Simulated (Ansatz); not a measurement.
Take SnTe in the rock salt structure (space group Fm-3m, No. 225; a = 6.289 Å) as the base.

The values are results of Ansatz (a program for electronic structure), PBEsol, PAW, cutoff 420 eV, scalar-relativistic without spin-orbit coupling, not measurements.

Strains are applied to the cell and any free atomic positions relax.

One change was made to it. Results:

The energy grows by 4.0 meV/atom; the pressure decreases by 1.31 GPa to -1.32 GPa.

Name the change that was made.
A. isotropic strain +2.00 %
B. isotropic strain +1.50 %
C. isotropic strain +1.00 %
D. isotropic strain +3.00 %

C, isotropic strain +1.00 %. For comparison, the energy relative to the base in the other runs: isotropic strain +3.00 % gives +34 meV/atom; isotropic strain +2.00 % gives +15 meV/atom; isotropic strain +1.50 % gives +8.9 meV/atom.

Whether these cells are dynamically stable was not tested. All final runs are without spin polarisation.
